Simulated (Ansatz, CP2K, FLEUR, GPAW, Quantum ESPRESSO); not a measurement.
One structure in several programs: YbIn₅Rh (P4/mmm, 7 atoms in the cell)

Self-consistent single point.

```
CELL_PARAMETERS angstrom
      4.68710     0.00000     0.00000
      0.00000     4.68710     0.00000
      0.00000     0.00000     7.55496
ATOMIC_POSITIONS crystal
  Yb 0.00000 0.00000 0.00000
  In 0.50000 0.50000 0.00000
  In 0.50000 0.00000 0.30001
  In 0.50000 0.00000 0.69999
  In 0.00000 0.50000 0.30001
  In 0.00000 0.50000 0.69999
  Rh 0.00000 0.00000 0.50000
```

All programs got the same cell, k-point mesh and kind of occupations (in Ansatz's words: kpoints.mp_grid.grid = 5 5 3; scf.occupations.method = gaussian; scf.occupations.width = 0.1 eV); potentials, basis and cutoffs are each program's usual ones.

| code | model | pressure (GPa) | largest force (eV/Å) | k-points | cutoff |
|---|---|---|---|---|---|
| FLEUR | LDA (Perdew-Zunger), all-electron FLAPW (FLEUR), scalar-relativistic valence | – | 0.161 | 12 | Kmax 4.1 1/bohr |
| Ansatz | LDA (PW92), PAW files made with PBE | -6.68 | 0.166 | 12 | 420 eV |
| CP2K | LDA (Pade form), GPW, DZVP-MOLOPT-SR-GTH basis, GTH-PADE potentials (GTH_POTENTIALS) | -6.74 | 0.155 | 38 | grid 800 Ry |
| GPAW | LDA (Perdew-Wang 92), GPAW PAW datasets LDA (gpaw-data 1.0.1) | -6.66 | 0.161 | 12 | 850 eV |
| Quantum ESPRESSO | LDA (PZ), SSSP 1.1.2 efficiency (PBE) pseudopotentials | -6.96 | 0.151 | 12 | 60 Ry |

A dash marks a value that a program does not give, or that is left out as unsure.

The spread over the programs that give each value: pressure within 0.30 GPa; largest force within 0.015 eV/Å.

The starting cell comes from a database of computed structures (which also holds hypothetical and non-ambient phases and stackings), without a prior relaxation at this level. On Ansatz's run: Spin-orbit coupling is off. Spin polarisation is off. In the base run, with a pressure of about -7 GPa the cell is away from its equilibrium volume at this level.

Task: Why do the programs differ, and what cannot be compared?

Result: Differences of this kind can come from the potentials, where these differ, and from what each basis and cutoff leave unconverged. The valence holds different numbers of electrons (FLEUR 104, Ansatz (an electronic-structure program) 106, CP2K 106, GPAW 104, Quantum ESPRESSO 106). The zero of total energies and Fermi levels follows the potentials and each program's conventions, so they are not compared here. CP2K uses small atom-centred bases, whose incompleteness enters pressures, forces and empty levels differently from a plane-wave cutoff. FLEUR treats all electrons, but the usual bases taken here (sphere radii, linearisation, local orbitals, empty states) were not tested for convergence, so the values are no reference for the others. Ansatz's pressure is given at a fixed set of plane waves, as the other plane-wave codes print theirs; with its correction for the finite basis it is -6.65 GPa. The same LDA comes in different parametrisations, which differ slightly. The programs reduce the same mesh by symmetry to different extents, which changes the work and not the result.

Left out of this page: Elk (not drawn, or without a comparable value).

Keys are those of Ansatz 0.2.
